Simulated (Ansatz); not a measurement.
Bond-angle distributions (per cent of the angles at each element, bins of 10°) of a relaxed model of amorphous Sn₁₂Sb₁₂S₃₆ at 4.38 g/cm³. These are PBE-D3(BJ), scalar-relativistic without spin-orbit coupling (plane waves to 420 eV, PAW; Ansatz, a program for electronic structure) values and carry that method's errors.

The cell was made by melting and quenching with the CHGNet potential and then relaxed with DFT. The hot cell started wider than the set density and was brought back towards it in steps. It is the lowest in DFT energy of 3 quenches. It is a model cell: composition and starting density were chosen by hand, and all elements were melted together. The geometry includes D3(BJ) dispersion. Its density started from a set value of 3.92 and ended at 4.38 g/cm³. The simulated quench (nominally 79 K/ps over its main leg) is rapid and tends to freeze in more defects than a deposited or slowly cooled glass has. Values belong to this one cell and scatter from quench to quench. Volume and shape were free in the relaxation.

Neighbours within Sn-Sn 3.34 Å, Sn-Sb 3.34 Å, Sn-S 3.02 Å, Sb-Sb 3.34 Å, Sb-S 2.92 Å, S-S 2.39 Å count as bonded.

| angle (°) | at Sn | at Sb | at S |
|---|---|---|---|
| 50-60 | 0 | 5 | 0 |
| 60-70 | 1 | 0 | 2 |
| 70-80 | 14 | 3 | 3 |
| 80-90 | 32 | 29 | 9 |
| 90-100 | 18 | 26 | 36 |
| 100-110 | 7 | 18 | 19 |
| 110-120 | 6 | 5 | 14 |
| 120-130 | 4 | 3 | 7 |
| 130-140 | 4 | 2 | 7 |
| 140-150 | 2 | 2 | 1 |
| 150-160 | 2 | 5 | 0 |
| 160-170 | 5 | 3 | 1 |
| 170-180 | 2 | 0 | 0 |

They go with these counts of neighbours within the cut-offs, cation contacts included: Sn mean 4.2, most often 4; Sb mean 3.7, most often 3; S mean 2.7, most often 3.
